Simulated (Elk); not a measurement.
Worked example: self-consistent single point of MnPt₃ (Pm-3m, 4 atoms in the cell) in Elk.

Computed with PBEsol, all-electron FP-LAPW, Elk's shipped species files, APW+lo basis with extra local orbitals in Elk 10.2.4.

```
CELL_PARAMETERS angstrom
      3.95750     0.00000     0.00000
      0.00000     3.95750     0.00000
      0.00000     0.00000     3.95750
ATOMIC_POSITIONS crystal
  Mn 0.00000 0.00000 0.00000
  Pt 0.00000 0.50000 0.50000
  Pt 0.50000 0.00000 0.50000
  Pt 0.50000 0.50000 0.00000
```
Moments meant for the start (each program seeds them in its own way; μB, in the order of the atoms Mn Pt Pt Pt): 4.0 0.0 0.0 0.0.

Reference input (self-consistent single point, DFT, LDA (PW92), all-electron FP-LAPW, Elk's shipped species files, APW+lo basis with extra local orbitals): xctype = 3; spinpol = true; rgkmax = 8; stype = 3; swidth = 0.00367493 Ha; ngridk = 9 9 9; reducebf = 0.5; gmaxvr = 14 1/bohr; nxlo = 2; lorbcnd = true; rmtscf = 0.89; lmaxi = 3. This run's input differs from it in these lines:

```diff
@@ -4,3 +4,3 @@
 xctype
-  3
+  22
```

Log, with long lists cut:

```
│ Self-consistent loop started │
│ Loop number : 1 │
 total energy                :     -56410.0769878
 total moment                :    2.500519352
│ Loop number : 2 │
 total energy                :     -56419.5109130
 total moment                :    2.825427817
RMS change in Kohn-Sham potential (target) :    1.947219335     (  0.1000000000E-05)
Absolute change in total energy (target)   :    9.433925105     (  0.1000000000E-03)
│ Loop number : 3 │
 total energy                :     -56408.7476854
 total moment                :    2.388511230
RMS change in Kohn-Sham potential (target) :    1.978871756     (  0.1000000000E-05)
   [... lines left out ...]
│ Loop number : 23 │
 total energy                :     -56482.5435020
 total moment                :    4.256420302
RMS change in Kohn-Sham potential (target) :   0.3024337069E-06 (  0.1000000000E-05)
Absolute change in total energy (target)   :   0.1424733418E-03 (  0.1000000000E-03)
│ Loop number : 24 │
 total energy                :     -56482.5435094
 total moment                :    4.256393230
RMS change in Kohn-Sham potential (target) :   0.9721744520E-07 (  0.1000000000E-05)
Absolute change in total energy (target)   :   0.2827953722E-04 (  0.1000000000E-03)
Convergence targets achieved

│ Loop number : 25 │

Energies :
 Fermi                       :     0.387340531076
 xc effective B-field        :    -0.267193187403
 external B-field            :      0.00000000000
 total energy                :     -56482.5435137
 (external B-field energy excluded from total)

Density of states at Fermi energy :    93.50780484
 (states/Hartree/unit cell)

Estimated indirect band gap :   0.2938647977E-03
 from k-point      6 to k-point     10
Estimated direct band gap   :   0.1191774056E-02
 at k-point      2

Charges :
 core                        :    154.0000000
 valence                     :    105.0000000
 interstitial                :    6.588818238
 muffin-tins (core leakage)
  species :    1 (Mn)
   atom    1                 :    23.08595792     (  0.1045830089E-09)
  species :    2 (Pt)
   [... lines left out ...]

Moments :
 interstitial                :   0.1743321676
 muffin-tins
  species :    1 (Mn)
   atom    1                 :    3.674982205
  species :    2 (Pt)
   atom    1                 :   0.1356877599
   atom    2                 :   0.1356877599
   atom    3                 :   0.1356877599
 total in muffin-tins        :    4.082045484
 total moment                :    4.256377652

│ Self-consistent loop stopped │
```

The run converged in 25 iterations. The count includes the last loop, which Elk runs after its targets are met. Against the reference run the size of the net moment hardly changes (1.05 to 1.06 μB/atom).

The starting cell comes from a database of computed structures (which also holds hypothetical and non-ambient phases and stackings), without a prior relaxation at this level. Its lattice was rescaled by a random factor within 2.5 % of one. Spin-orbit coupling is off. With one magnetic atom in the cell only a parallel order is possible. Values depend on the basis (sphere radii, cutoffs, local orbitals), which need not be converged. The log's line on a gap gives a spacing of levels on this mesh, which the program prints for metals too.

Cost on one core of a shared machine: roughly 4 min.
